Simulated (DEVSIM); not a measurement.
Structure: abrupt Si n-p junction, at 400 K.

| layer (left to right) | material | thickness (μm) | Nd (cm⁻³) | Na (cm⁻³) | τn (s) | τp (s) |
|---|---|---|---|---|---|---|
| 1 | Si | 0.270 | 1e16 | - | 5.4e-5 | 5.4e-5 |
| 2 | Si | 20.0 | - | 3.4e14 | 5.4e-5 | 5.4e-5 |

Left contact: ohmic. Right contact: ohmic. Voltage is applied to the left contact. Recombination: SRH at mid-gap, radiative. Mobility is μmin + (μ − μmin)/(1 + (N/Nref)^α).

This is a model device: material constants are rounded textbook-type values typed into the input, and sizes, dopings and lifetimes were drawn at random. Values at 300 K; Nc and Nv go as T^1.5, mobilities as T to minus their exponent, the gap by Varshni's rule with the affinity fixed.

| parameter | Si |
|---|---|
| gap (eV) | 1.124 |
| affinity (eV) | 4.05 |
| permittivity | 11.7 |
| Nc (cm⁻³) | 2.86e19 |
| Nv (cm⁻³) | 3.1e19 |
| μn (cm²/Vs) | 1417 |
| μp (cm²/Vs) | 470 |
| μn,min | 52 |
| μp,min | 45 |
| Nref,n | 9.7e16 |
| Nref,p | 2.2e17 |
| αn | 0.68 |
| αp | 0.72 |
| T exponent of μn | 2.3 |
| T exponent of μp | 2.2 |
| B (cm³/s) | 4.7e-15 |
| Varshni α (eV/K) | 0.000473 |
| Varshni β (K) | 636 |

Model (solved in DEVSIM): 1D drift-diffusion, Boltzmann statistics, complete ionisation; no tunnelling, impact ionisation, image-force lowering or self-heating.

### Question
Tabulate band edges, carrier densities and field at -0.9 V on the left contact.

### Answer
Energies count from the Fermi level of the right contact; mesh points crowd at the junctions.

```tsv
x (μm)	Ec (eV)	Ev (eV)	n (cm⁻³)	p (cm⁻³)	field (V/cm)
0.000	1.189	0.093	1.0e16	3.2e9	-25
0.02250	1.189	0.093	1.0e16	2.2e13	-21
0.06531	1.189	0.093	1.0e16	6.4e13	20
0.1350	1.190	0.094	9.7e15	1.3e14	280
0.2257	1.199	0.102	7.4e15	2.8e14	2200
0.2576	1.208	0.112	5.6e15	4.1e14	4100
0.2779	1.218	0.121	4.2e15	5.6e14	4500
0.3276	1.234	0.138	2.6e15	9.5e14	2300
0.4091	1.246	0.149	1.8e15	1.4e15	760
0.5854	1.249	0.153	1.5e15	1.7e15	-67
0.9244	1.244	0.148	1.4e15	1.8e15	-180
2.049	1.224	0.127	1.4e15	1.7e15	-180
3.848	1.190	0.094	1.4e15	1.7e15	-190
7.744	1.113	0.016	1.2e15	1.6e15	-210
14.85	0.943	-0.153	8.5e14	1.2e15	-290
17.57	0.854	-0.242	5.9e14	9.3e14	-380
18.99	0.791	-0.305	3.8e14	7.1e14	-540
19.64	0.750	-0.347	2.4e14	5.5e14	-760
20.05	0.713	-0.383	1.2e14	4.1e14	-1100
20.17	0.700	-0.397	6.6e13	3.7e14	-1100
20.23	0.692	-0.404	2.6e13	3.5e14	-1200
20.27	0.688	-0.409	9.5e10	3.4e14	-1200
```
